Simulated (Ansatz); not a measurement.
The reference is SnSe$_{2}$ in the CdI2 type structure (space group P-3m1, No. 164; a = 3.8402 Å, c = 6.0066 Å; layered, stacked along the Cartesian z axis).

The values are results of PBE-D3(BJ) in Ansatz (plane waves to 420 eV, PAW, no spin-orbit coupling), not measurements.

One change was made to it. Results:

The band gap goes from 0.36 eV to zero; the c/a ratio shrinks by 0.128 to 1.436; the volume per atom decreases by 4.07 Å³, from 25.57 Å³ to 21.50 Å³.

What was done to the base?
(A) pressure 1.5 GPa
(B) pressure 0.7 GPa
(C) pressure 10 GPa
(D) pressure 0.3 GPa
(E) pressure −1 GPa

C, pressure 10 GPa. For comparison, the band gap in the other runs: pressure 1.5 GPa gives 0.14 eV; pressure 0.7 GPa gives 0.25 eV; pressure 0.3 GPa gives 0.31 eV; pressure −1 GPa gives 0.60 eV.

A case with no gap was solved on a k-mesh chosen for an insulator, which is coarse for it. Load acts through the strain it causes; cell and atoms are relaxed under it. Stability against distortions was not tested. No other phases were tried under pressure. All final runs are without spin polarisation. The zero or small gap of SnSe2 under pressure 10 GPa, SnSe2 under pressure 1.5 GPa and SnSe2 under pressure 0.7 GPa can change with the level of theory.

Ansatz is a first-principles code.
